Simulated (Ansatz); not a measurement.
**A computed series for Si: pressure series**

Take Si in the diamond structure (space group Fd-3m, No. 227; a = 5.4699 Å) as the base.

Cell and atoms are relaxed at each pressure.

Levels (all Ansatz, a first-principles code, PAW, earlier PAW set): PBE (420 eV, no spin-orbit coupling); r2SCAN (500 eV, no SOC).

The base cell above is that of PBE; each level relaxes its own structures.

```csv
case,"volume per atom, PBE","volume per atom, r2SCAN"
pressure −2 GPa,20.95 Å³,20.61 Å³
pressure −1 GPa,20.69 Å³,20.38 Å³
pressure 3 GPa,19.82 Å³,19.59 Å³
pressure 7 GPa,19.11 Å³,18.93 Å³
pressure 15 GPa,17.99 Å³,17.88 Å³
pressure 30 GPa,16.49 Å³,16.45 Å³
pressure 50 GPa,15.12 Å³,15.12 Å³
pressure 75 GPa,13.90 Å³,13.93 Å³
pressure 100 GPa,12.98 Å³,13.04 Å³
```

The two levels differ by at most about 0.34 Å³. They put the cases in the same order.

A case with no gap was solved on a k-mesh chosen for an insulator, which is coarse for it. Load acts through the strain it causes; cell and atoms are relaxed under it. No phonon test of stability was made. Measured, Si leaves this structure (for the β-tin structure) near 12 GPa (room temperature; as listed in arXiv:1906.07825).
